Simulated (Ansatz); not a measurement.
Here is the system:

```
CELL_PARAMETERS angstrom
      4.88018     0.00000     0.00000
      0.00000     4.88018     0.00000
      0.00000     0.00000     4.88018
ATOMIC_POSITIONS crystal
  La 0.00000 0.00000 0.00000
  Pb 0.00000 0.50000 0.50000
  Pb 0.50000 0.00000 0.50000
  Pb 0.50000 0.50000 0.00000
```

The numbers are results of PBEsol, DFPT electron-phonon coupling, linearised Boltzmann equation (plane waves, PAW, scalar-relativistic; Ansatz, a quantum-chemistry and plane-wave program), not measurements. Geometry: relaxed with this functional, without spin-orbit coupling.

Task: What phonon-limited resistivity does this give at 300 K?

Result: 18.7 μΩ·cm.

Task: And the electrons' mean free path at that temperature?

Result: 6.3 nm, weighted by the current that each state carries. Wires not much wider than this gain resistivity from their walls.

A metal at this level (no band gap). Only scattering by harmonic phonons is included (no impurities, grain boundaries, electron-electron scattering or thermal expansion). Spin-orbit coupling is left out, which matters with elements this heavy. Halving the electron mesh (20x20x20) moves the resistivity by up to 5 % at 300 K, the mean free path by up to 10 %. Smearing 0.20 eV; phonons on a 3x3x3 q mesh, which this run doesn't test.

Formula and space group known from diffraction (Crystallography Open Database), not checked to be the room-temperature form: LaPb3 (Pm-3m).
